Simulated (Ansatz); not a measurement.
## TiC: energy against strain

TiC (rock salt, Fm-3m, 10.133 Å³/atom at rest) under an equal strain ε in the (111) plane with the normal axis free, as in a coherent film. r2SCAN in Ansatz, a plane-wave DFT program (PAW, default set), 500 eV, 23×23×23 Γ-centred mesh, Fermi-Dirac smearing 0.10 eV; ions are relaxed within the symmetry of each cell.

Here s stands for strain and y for E less E0.

| strain (%) | E less E0 (meV/atom) |
|---|---|
| -2.50 | ? |
| -1.25 | 5.84 |
| -0.83 | 2.55 |
| -0.42 | 0.64 |
| 0.00 | 0.00 |
| 0.42 | 0.65 |
| 0.83 | 2.49 |
| 1.25 | 5.59 |

Problem. Using a parabola, estimate the missing y at s = -2.50 from the other rows, showing the fit.

Solution. Least squares gives y = 0.000 - 0.0737·s + 3.6577·s². Residuals (row less fit): 0.033, -0.031, -0.036, 0.000, 0.036, 0.031, -0.033; standard error 0.041 (degrees of freedom: 4). Twice the quadratic coefficient over the volume, 2 × 3.6577 meV × 10⁴ × 0.1602 / 10.133 Å³, is twice the biaxial elastic modulus of this plane = 1157 ± 8 GPa. At the withheld row, y = 0.000 - 0.0737 × (-2.50) + 3.6577 × (-2.50)² = 23.045 meV/atom. The calculation gives 24.02 meV/atom, 0.975 meV/atom above the prediction (4.1 % of the range of y in the table). The row lies outside the fitted rows, so this is an extrapolation. From the scatter of the fitted rows alone, a prediction at this place has a standard error of 0.157 meV/atom, so the miss is 6.2 times that.

One order more, fitted to all 13 runs of the series, follows each within 0.01, so the miss is the next term of a smooth law. In a metal these values are sensitive to mesh and smearing; energies are taken to zero smearing, stresses follow the free energy. Rows are the converged runs of the series near zero and its far end; series whose fitted rows scatter by over a few per cent of the range, as at a crossing or softening among them, aren't shown in this form. Most that stay on the fit to the last digits aren't either.
